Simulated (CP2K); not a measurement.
CP2K run on ZnBi3 (Pm-3m, 4 atoms in the cell): self-consistent single point.

Method: PBEsol-D3(BJ)+ATM, GPW, DZVP-MOLOPT-SR-GTH basis, GTH-PBE potentials (GTH_POTENTIALS) (CP2K).

```yaml
crystal:
  lattice:
    - [4.87316, 0.00000, 0.00000]
    - [0.00000, 4.87316, 0.00000]
    - [0.00000, 0.00000, 4.87316]
  atoms:
    - { symbol: Zn, position: [0.00000, 0.00000, 0.00000] }
    - { symbol: Bi, position: [0.00000, 0.50000, 0.50000] }
    - { symbol: Bi, position: [0.50000, 0.00000, 0.50000] }
    - { symbol: Bi, position: [0.50000, 0.50000, 0.00000] }
```

Reference input (self-consistent single point, DFT PBEsol, GPW, DZVP-MOLOPT-SR-GTH basis, GTH-PBE potentials (GTH_POTENTIALS)): CUTOFF = 600 Ry; REL_CUTOFF = 50 Ry; SMEAR/METHOD = FERMI_DIRAC; ELECTRONIC_TEMPERATURE = 580.23 K; KPOINTS/SCHEME = MONKHORST-PACK 7 7 7; XC_FUNCTIONAL = PBE:PBESOL; Zn/BASIS_SET = DZVP-MOLOPT-SR-GTH-q12; Zn/POTENTIAL = GTH-PBE-q12; Bi/BASIS_SET = DZVP-MOLOPT-SR-GTH-q5; Bi/POTENTIAL = GTH-PBE-q5; METHOD = GPW; EPS_DEFAULT = 1e-10. This run's input differs from it in these lines:

```diff
@@ -48,2 +48,12 @@
       &END XC_FUNCTIONAL
+      &VDW_POTENTIAL
+        DISPERSION_FUNCTIONAL PAIR_POTENTIAL
+        &PAIR_POTENTIAL
+          TYPE DFTD3(BJ)
+          PARAMETER_FILE_NAME dftd3.dat
+          REFERENCE_FUNCTIONAL PBEsol
+          R_CUTOFF 15
+          CALCULATE_C9_TERM T
+        &END PAIR_POTENTIAL
+      &END VDW_POTENTIAL
     &END XC
```

The program printed (abridged):

```
 SCF WAVEFUNCTION OPTIMIZATION

  Step     Update method      Time    Convergence         Total energy    Change
     1 NoMix/Diag. 0.20E+00      -     0.87437531       -77.1942566152 -7.72E+01
     2 Broy./Diag. 0.20E+00      -     0.02378171       -77.5441112079 -3.50E-01
     3 Broy./Diag. 0.20E+00      -     0.07566093       -77.3232181245  2.21E-01
     4 Broy./Diag. 0.20E+00      -     0.04996407       -77.0615219599  2.62E-01
     5 Broy./Diag. 0.20E+00      -     0.00407281       -77.0185964935  4.29E-02
     6 Broy./Diag. 0.20E+00      -     0.00484353       -77.0250078558 -6.41E-03
   [... 10 lines left out ...]
    17 Broy./Diag. 0.20E+00      -     0.00000143       -76.9968835152  3.65E-06
    18 Broy./Diag. 0.20E+00      -     0.00000054       -76.9968815825  1.93E-06
    19 Broy./Diag. 0.20E+00      -     0.00000036       -76.9968806343  9.48E-07
    20 Broy./Diag. 0.20E+00      -     0.00000006       -76.9968808298 -1.96E-07
  *** SCF run converged in    20 steps ***

  Overlap energy of the core charge distribution:               0.00000000000128
  Self energy of the core charge distribution:               -114.62072288021750
  Core Hamiltonian energy:                                     32.11777563311639
  Hartree energy:                                              18.39067082786803
  Exchange-correlation energy:                                -12.82044136386111
  Dispersion energy:                                           -0.06342295998570
  Electronic entropic energy:                                  -0.00074008669802
  Fermi energy:                                                 0.18156951276996

  Total energy:                                               -76.99688082980013
   [... lines left out ...]

 STRESS| Analytical stress tensor [bar]
 STRESS|                        x                   y                   z
 STRESS|      x       -2.94011375078E+04  -6.74152466810E-01  -6.74152466131E-01
 STRESS|      y       -6.74152466810E-01  -2.94010648783E+04  -6.74152466025E-01
 STRESS|      z       -6.74152466131E-01  -6.74152466025E-01  -2.94011227309E+04
 STRESS| 1/3 Trace                                            -2.94011083723E+04
```

The run converged in 20 iterations. Against the reference run the pressure goes from -0.54 to -2.94 GPa.

The starting cell comes from a database of computed structures (which also holds hypothetical and non-ambient phases and stackings), without a prior relaxation at this level. Values carry the incompleteness of an atom-centred basis. The potentials were made for another functional than the one used.

Cost on one core of a shared machine: roughly 60 s.
